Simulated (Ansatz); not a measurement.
Consider the following.

End structure of Br on the 1x1 (0001) surface of hcp Ru, one in a 2x2 cell, started at the site 'hollow Ru-Ru-Ru':

```xyz
17
Lattice="5.4428 0.0000 0.0000 -2.7214 4.7136 0.0000 0.0000 0.0000 25.5000" Properties=species:S:1:pos:R:3 pbc="T T T"
Ru     1.3607     0.7856     9.5965
Ru     0.0000     3.1424     9.5965
Ru     4.0821     0.7856     9.5965
Ru     2.7214     3.1424     9.5965
Ru     0.0000     1.5712    11.6704
Ru    -1.3607     3.9280    11.6704
Ru     2.7214     1.5712    11.6704
Ru     1.3607     3.9280    11.6704
Ru     1.3663     0.7888    13.8305
Ru     0.0000     3.1424    13.8474
Ru     4.0765     0.7888    13.8305
Ru     2.7214     3.1359    13.8305
Ru     0.0000     1.5610    15.9033
Ru    -1.3695     3.9331    15.9033
Ru     2.7214     1.5712    15.8877
Ru     1.3695     3.9331    15.9033
Br     0.0000     0.0000    18.0043
```

Set-up: 17 atoms, 6.3 Å thick at the start under the adsorbate (thin: gaps and levels are the slab's own); mesh 6x6x1; 0.1 eV smearing; dipole correction on; 8 atoms held, the rest relaxed; start symmetry kept, larger cells not searched; no spin, no spin-orbit, no U, no dispersion correction. At the end it is bonded to 3 Ru. In PBE it is, or lies within 0.03 eV of, the lowest of the starts that converged.

A negative adsorption energy means that the adsorbate is more stable on the surface than in its reference.

### Question
Estimate the change of the step from the bottom to the top vacuum level, against the clean slab that PBE in Ansatz (an electronic-structure program) returns for this input.

### Answer
-0.43 eV

### Question
Estimate the adsorption energy against ½ Br2(g) that PBE returns for this input.

### Answer
-2.25 eV

### Question
Give the change of the work function at the level PBE.

### Answer
-0.49 eV

### Question
Estimate the work function of the top face that PBE returns for this input.

### Answer
4.51 eV
